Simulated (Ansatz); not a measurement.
Given:

```xyz
2
Lattice="0.0000 2.3387 2.2230 2.3387 0.0000 2.2230 2.3387 2.3387 0.0000" Properties=species:S:1:pos:R:3 pbc="T T T"
B      0.0000     0.0000     0.0000
P      1.1694     1.1694     1.1115
```

Calculation: r2SCAN with spin-orbit coupling, rigid bands (plane waves, PAW; Ansatz, a first-principles code). Condition of this run: biaxial stress in (001) of -12 GPa (compression positive) (the target of the relaxation). Geometry: cell and atoms relaxed with PBEsol, then loaded as said.

Question: Predict the electron conductivity mass (n e² τ/σ) at 300 K, by direction if it differs.

Answer: 0.23 (x), 0.23 (y), 1.13 (z) mₑ.

Question: What conductivity effective mass do dilute holes have at 300 K?

Answer: 0.25 (x), 0.25 (y), 0.39 (z) mₑ.

Question: And the band gap?

Answer: 0.69 eV at this level; semilocal functionals usually fall short of the measured gap.

Rigid bands, one relaxation time for all states, no polarons. Geometry: cell and atoms relaxed with PBEsol.
